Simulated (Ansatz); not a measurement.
The structure below was relaxed with PBEsol (Ansatz, a program for electronic structure), no spin-orbit coupling.

Space group I-42m (No. 121); a = 7.125 Å, b = 7.125 Å, c = 8.461 Å, α = 90.00°, β = 90.00°, γ = 90.00°

```csv
atom,site,symmetry,x,y,z
Br,2b,-42m,0.0000,0.0000,0.5000
F,2a,-42m,0.0000,0.0000,0.0000
F,4d,-4..,0.0000,0.5000,0.2500
Tl,8i,..m,0.2909,0.2909,0.3239
```

Problem. Write out a cell with all atoms.

Solution. 
```
Tl4BrF3
1.0
    7.12512     0.00000     0.00000
    0.00000     7.12512     0.00000
    0.00000     0.00000     8.46096
Br F Tl
2 6 8
Direct
  0.00000   0.00000   0.50000
  0.50000   0.50000   0.00000
  0.00000   0.00000   0.00000
  0.50000   0.00000   0.25000
  0.00000   0.50000   0.25000
  0.50000   0.50000   0.50000
  0.00000   0.50000   0.75000
  0.50000   0.00000   0.75000
  0.70911   0.29089   0.67613
  0.29089   0.70911   0.67613
  0.29089   0.29089   0.32387
  0.20911   0.20911   0.82387
  0.20911   0.79089   0.17613
  0.79089   0.20911   0.17613
  0.79089   0.79089   0.82387
  0.70911   0.70911   0.32387
```
This is the conventional cell.

Each cell is one ordered arrangement of few atoms, which overstates ordering effects compared with a random alloy. Whether these cells are dynamically stable was not tested. The cell was made from TlBr by this change: x(F) = 0.75, 8 atoms, I-42m. Under x(F) = 0.75, 8 atoms, I-42m the cell changed shape so far that it is another structure.
